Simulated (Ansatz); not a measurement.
## Tl in the hcp (Mg type) structure (space group P6_3/mmc, No. 194)

```cif
data_Tl2
_chemical_formula_sum 'Tl2'
_space_group_name_H-M_alt 'P63/mmc'
_space_group_IT_number 194
_space_group_name_Hall '-P 6c 2c'
_cell_length_a 3.45826
_cell_length_b 3.45826
_cell_length_c 5.52339
_cell_angle_alpha 90.000
_cell_angle_beta 90.000
_cell_angle_gamma 120.000
loop_
_atom_site_label
_atom_site_type_symbol
_atom_site_symmetry_multiplicity
_atom_site_Wyckoff_symbol
_atom_site_fract_x
_atom_site_fract_y
_atom_site_fract_z
_atom_site_occupancy
Tl1 Tl 2 d 0.66667 0.33333 0.25000 1
```

The values are results of Kohn–Sham DFT with the PBEsol functional, run in Ansatz (a first-principles code) with PAW and 420 eV plane waves, without spin-orbit coupling, not measurements. Settings: 15×15×9 k-points, 0.05 eV Fermi–Dirac smearing.

- Volume per atom: 28.60 Å³
- Density: 11.87 g/cm³
- Band gap: zero
- Total energy: -11295.677 eV/atom (σ→0; compares only within this code and set-up)

No phonon test of stability was made.
